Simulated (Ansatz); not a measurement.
The parent structure is ZnGeAs₂ in the chalcopyrite structure (space group I-42d, No. 122; a = 5.6549 Å, c = 11.1873 Å). Axes: x, y, z lie along a, b, c of the conventional cell.

Method: PBEsol (Ansatz, a program for electronic structure, PAW, no spin-orbit coupling).

Before the change:

| Property | Value |
|---|---|
| Pressure | 0.01 GPa |

The change: tensile biaxial strain of 3.00 % in the plane normal to [001], as in epitaxy on a mismatched substrate; the out-of-plane cell vector and the atoms relax.

Question: What happens to the ratio −ε⊥/ε∥, pressure and energy relative to the base?

Answer: The ratio −ε⊥/ε∥ amounts to 0.99; the pressure (mean of the normal stresses, compression positive) decreases by 1.884 GPa, from 0.01 GPa to -1.88 GPa; the energy grows by 12 meV/atom.

Whether these cells are dynamically stable was not tested.
